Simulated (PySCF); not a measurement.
PySCF 2.14.0, TPSSH/def2-svpd, df: Sn(H)3(I) ([SnH3][I]), 5 atoms. The geometry is a generated start, not checked to be a minimum at this level.

```
Item                                                 Value
-------------------------  -------------------------------
task                                                energy
method                                               tpssh
basis                                            def2-svpd
two-electron scheme                        density fitting
mol.max_memory                                     3000 MB
mf.max_cycle                                           100
mf.conv_tol                                1e-09 (default)
mf.grids.level                                 3 (default)
effective core potentials  those of the basis set, past Kr
basis functions                                         91
grid points                                          73344
```

```xyz
5

Sn    -0.2335    -0.0062    -0.0014
I      2.4180     0.0629     0.0084
H     -0.6906    -1.3584    -0.8674
H     -0.7317    -0.0991     1.5893
H     -0.7621     1.4009    -0.7288
```

With the defaults (mf.DIIS = CDIIS, mf.diis = true, mf.init_guess = minao, mf.diis_damp = 0, mf.damp = 0, mf.diis_start_cycle = 1, mf.diis_space = 8, mf.level_shift = 0, newton = off) it converges in 14 Fock builds. One run each on 2 threads, 1 BLAS thread, with these changes:
- mf.level_shift = 0.1 Hartree
- mf.diis_space = 5
- mf.damp = 0.7, mf.diis_start_cycle = 8
- mf.diis = false
- mf.DIIS = ADIIS
- mf.diis_damp = 0.3
- newton = Hessian by the SCF's own integrals
- mf.init_guess = mod_huckel
- mf.DIIS = EDIIS

Question: Name the settings that don't reach the solution of the defaults.

Answer: No convergence: mf.DIIS = EDIIS; mf.diis = false (the run ends without SCF convergence in 100 cycles). The rest reach the solution of the defaults.

| setting | Fock builds | end |
|---|---|---|
| mf.init_guess = mod_huckel | 11 | same solution |
| mf.diis_damp = 0.3 | 12 | same solution |
| the defaults | 14 | same solution |
| mf.diis_space = 5 | 14 | same solution |
| mf.level_shift = 0.1 Hartree | 14 | same solution |
| mf.damp = 0.7, mf.diis_start_cycle = 8 | 16 | same solution |
| mf.DIIS = ADIIS | 18 | same solution |
| newton = Hessian by the SCF's own integrals | 47 | same solution |
| mf.DIIS = EDIIS | 101 | no convergence |
| mf.diis = false | 101 | no convergence |

Under newton the count holds the products with the orbital Hessian.
